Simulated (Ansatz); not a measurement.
Results of LDA in Ansatz (plane waves, PAW) for AlB2-type MgB2.

Numerical settings: plane-wave cutoff 520 eV, 24×24×18 k mesh (along the axes of the cell as run), Fermi–Dirac smearing 0.084 eV (set by the program), scalar-relativistic PAW data made under PBE.

Cell (measured lattice):

Space group P6/mmm (No. 191); a = 3.0834 Å, b = 3.0834 Å, c = 3.5213 Å, α = 90.00°, β = 90.00°, γ = 120.00°

```
atom  site  symmetry       x       y       z
----  ----  --------  ------  ------  ------
Mg      1a     6/mmm  0.0000  0.0000  0.0000
B       2d      -6m2  0.3333  0.6667  0.5000
```

Give the computed elastic constant C13, Voigt–Reuss–Hill bulk modulus, elastic constant C66, elastic constant C33, Poisson ratio, elastic constant C11, elastic constant C12 and elastic constant C44.


elastic constant C13: 22.4 GPa
Voigt–Reuss–Hill bulk modulus: 133 GPa
elastic constant C66: 180 GPa
elastic constant C33: 246 GPa
Poisson ratio: 0.165
elastic constant C11: 404 GPa
elastic constant C12: 44.1 GPa
elastic constant C44: 66.0 GPa

Note: the cell isn't this level's own, so it is under some stress, which shifts stiffness and frequencies.

Elastic constants are with the ions relaxed.

Ansatz is a first-principles code.
